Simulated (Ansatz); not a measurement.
By hand: formation energy of Al_Cu in Cu (fcc, Fm-3m)

This concerns the formation energy of Al_Cu in Cu (fcc, Fm-3m). Reaction: 63 Cu (fcc) + Al (fcc) → cell A.

A: a supercell of 64 sites of Cu (fcc, Fm-3m) with Al on a Cu site (12 Cu at 2.57 Å); spin state with PBE: run without spin.

Method: Ansatz (a quantum-chemistry and plane-wave program), PAW, neutral cells at 0 K with nuclei at rest, on structures from PBE. Ansatz runs with its default PAW set. Other levels take these structures. The lattices are those relaxed with PBE, so at other levels the solids can be strained, which adds to the spread. Larger cells are relaxed from a start prepared with the learned potential CHGNet, on a coarser mesh till forces fall under 0.03 eV/Å, which some starts already meet. A dispersion term (D3(BJ), or D4 for r2SCAN) was computed beside these levels and is taken off wherever the name lacks it. Mesh and cell size may move defect energies by 0.1 eV or more. Cell A has symmetry Fm-3m within 0.02 Å and got no random move, so less symmetric positions, which may lie lower, weren't tried.

Total energies of the cells in eV, at zero smearing width. They compare only within one column; the weights balance every element.

```csv
cell,atoms,weight,r2SCAN,PBE+D3(BJ)
A: Cu:Al_Cu,64,+1,-418308.64144,-417961.03851
Cu (fcc),64,−63/64,-424398.58055,-424048.05208
Al (fcc),1,−1,-540.40590,-537.84002
```

r2SCAN: (-418308.64144) − 63/64 × (-424398.58055) − (-540.40590) = -0.883 eV.

PBE+D3(BJ): (-417961.03851) − 63/64 × (-424048.05208) − (-537.84002) = -0.897 eV.
